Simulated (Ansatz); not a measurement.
Take CdSe in the wurtzite structure (space group P6_3mc, No. 186; a = 4.3827 Å, c = 7.1545 Å) as the base.

(Cell as relaxed with PBE.)

Levels (all Ansatz, a first-principles code, PAW): PBE (420 eV, spin-orbit coupling left out); r2SCAN (500 eV, no spin-orbit coupling).

Each level relaxes its own structure.

| base | PBE | r2SCAN |
|---|---|---|
| volume per atom | 29.75 Å³ | 28.86 Å³ |
| lattice parameter a | 4.383 Å | 4.340 Å |
| band gap | 0.54 eV | 1.11 eV |

It is then changed as follows: every lattice vector is shortened by 1.51 %; the atoms relax in the strained cell.

| quantity | PBE | r2SCAN |
|---|---|---|
| band gap | 0.64 eV | (withheld) |
| energy relative to the base (free energy F) | +9.0 meV/atom | (withheld) |
| valence-band top at Γ (three highest levels, from the VBM) | 0.00, 0.00, -0.05 eV | (withheld) |
| gap character | direct at Γ | (withheld) |
| pressure (mean of the normal stresses, compression positive) | 2.27 GPa | (withheld) |

Task: Given the PBE results, estimate those of r2SCAN.

Result: 
- band gap, r2SCAN: 1.21 eV
- energy relative to the base (free energy F), r2SCAN: +10 meV/atom
- valence-band top at Γ (three highest levels, from the VBM), r2SCAN: 0.00, 0.00, -0.05 eV
- gap character, r2SCAN: direct at Γ
- pressure (mean of the normal stresses, compression positive), r2SCAN: 2.60 GPa

PBE's band gap lies 0.57 eV below r2SCAN's; PBE's energy relative to the base lies 1.0 meV/atom below r2SCAN's; PBE's pressure lies 0.336 GPa below r2SCAN's; the two agree on the valence-band top at Γ and gap character. Neither level is exact; r2SCAN is the comparison here, not a measurement.

No phonon test of stability was made.
